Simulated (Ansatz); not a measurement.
Consider the following.

```
LiCl
1.0
    0.00000     2.57496     2.57496
    2.57496     0.00000     2.57496
    2.57496     2.57496     0.00000
Li Cl
1 1
Direct
  0.00000   0.00000   0.00000
  0.50000   0.50000   0.50000
```

Level of theory: PBE, rigid bands (plane waves, PAW, scalar-relativistic; Ansatz, a quantum-chemistry and plane-wave program). Condition of this run: functional PBE, cell relaxed with it. Cell: cell and atoms relaxed with PBE.

Q: Predict the hole conductivity mass (n e² τ/σ) at 300 K, by direction if it differs.

A: 1.84 mₑ.

Q: What conductivity effective mass do dilute electrons have at 300 K?

A: 0.48 mₑ.

Q: And the band gap?

A: 6.26 eV at this level; semilocal functionals usually fall short of the measured gap.

Rigid bands, one relaxation time for all states, no polarons. Spin-orbit coupling is left out; where it splits the top of the valence band it changes the hole mass and lowers the gap by about a third of the splitting.
